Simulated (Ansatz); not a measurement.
Base system: TlInTe2 (space group I4/mcm, No. 140).

```
CELL_PARAMETERS angstrom
     -4.20147     4.20147     3.56629
      4.20147    -4.20147     3.56629
      4.20147     4.20147    -3.56629
ATOMIC_POSITIONS crystal
  Tl 0.75000 0.75000 0.00000
  Tl 0.25000 0.25000 0.00000
  In 0.75000 0.25000 0.50000
  In 0.25000 0.75000 0.50000
  Te 0.18461 0.68461 0.86922
  Te 0.81539 0.31539 0.13078
  Te 0.68461 0.81539 0.50000
  Te 0.31539 0.18461 0.50000
```

Method: PBEsol (Ansatz, a program for electronic structure), no spin-orbit coupling.

Base values:

| Quantity | Result |
|---|---|
| Gap between the host's bands | 0.27 eV |
| Gap character | indirect, M → X–P (67 % along) |

Perturbation: hole doping at 7.0×10^21 cm⁻³ (1.76 per cell), with a uniform compensating background at fixed cell and a 300 K Fermi–Dirac width.

Problem. Predict the new largest internal atomic displacement.

Solution. The largest internal atomic displacement amounts to 0.036 Å.

Problem. Predict the new Fermi level from band edge.

Solution. The Fermi level relative to the doped band's edge (positive inside the band; to 0.05 eV) amounts to +0.95 eV.

Problem. What happens to the gap between the host's bands?

Solution. The gap between the host's bands goes up by 0.06 eV, from 0.27 eV to 0.33 eV.

Problem. How does this affect the gap character?

Solution. The gap character stays indirect, M → X–P (67 % along).

Carriers are added with a uniform compensating background; total energy and stress of such cells depend on the potential's zero and are not compared; many-body gap narrowing is missing at this level. Spin-orbit coupling, missing from the scalar runs, can matter with Te and Tl. Stability against distortions was not tested. A zero or small gap of TlInTe2 can be the functional's error rather than a property of the material.
